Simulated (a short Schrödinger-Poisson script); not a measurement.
Stack: MOS inversion layer, Si3N4 on p-type Ge(100), at 300 K.

```tsv
layer	material	thickness (nm)	Na (cm⁻³)
1	Si3N4	2.5	-
2	Ge	410	1e18
```

Constants are typed, rounded textbook-type inputs, not results; the design itself was drawn at random and stands for no fabricated device. Si3N4: permittivity 7.5, conduction-band edge (eV) 1.9, gap (eV) 5.1, electron mass (mₑ) 0.5. Ge: permittivity 16, conduction-band edge (eV) 0, gap (eV) 0.664, Nv at 300 K (cm⁻³) 6e18.

Channel valleys (confinement mass, in-plane density-of-states mass, number): L4 0.12, 0.295, 4. At the gate the conduction-band edge of layer 1 lies 1.95 eV − eVg above the Fermi level of the channel; the field vanishes at the back. Gaps are held at their typed values at every temperature. Mesh 0.03 nm at interfaces.

Solved with a short Schrödinger-Poisson script written for these runs: 1D Poisson equation in equilibrium, electrons classical, Fermi-Dirac, parabolic valleys, classical holes, full ionisation, no traps, pinning or gate leakage.

The same stack at other levels of the model or other numerical settings:

```
run                                        sheet density of all electrons at Vg = 0.95 V (cm⁻²)  sheet density of all electrons at Vg = 0.35 V (cm⁻²)  capacitance at Vg = 0.95 V (μF/cm²)  centroid of the channel electrons at Vg = 0.95 V (nm)  rough cost against the base
-----------------------------------------  ----------------------------------------------------  ----------------------------------------------------  -----------------------------------  -----------------------------------------------------  ---------------------------
base                                                                                    8.93e12                                               1.24e12                                 2.21                                                   0.79                      about 1
electrons treated as classical, Boltzmann                                                   ___                                               1.35e12                                 2.48                                                   0.44                          0.2
electrons treated as quantum, Hartree                                                   7.27e12                                               4.46e11                                 2.07                                                   1.95                            5
mesh six times as coarse                                                                8.78e12                                                   ___                                 2.18                                                    ___                          0.3
```

**Question.** Some entries are withheld; supply them.

**Answer.** 
- mesh six times as coarse, centroid of the channel electrons at Vg = 0.95 V (nm): 0.87
- electrons treated as classical, Boltzmann, sheet density of all electrons at Vg = 0.95 V (cm⁻²): 1.00e13
- mesh six times as coarse, sheet density of all electrons at Vg = 0.35 V (cm⁻²): 1.20e12

The classical rows ignore confinement, and Boltzmann statistics overrate the density once the band edge passes the Fermi level.

Only the L valleys are kept; under strong confinement the Δ valleys of Ge fill too.
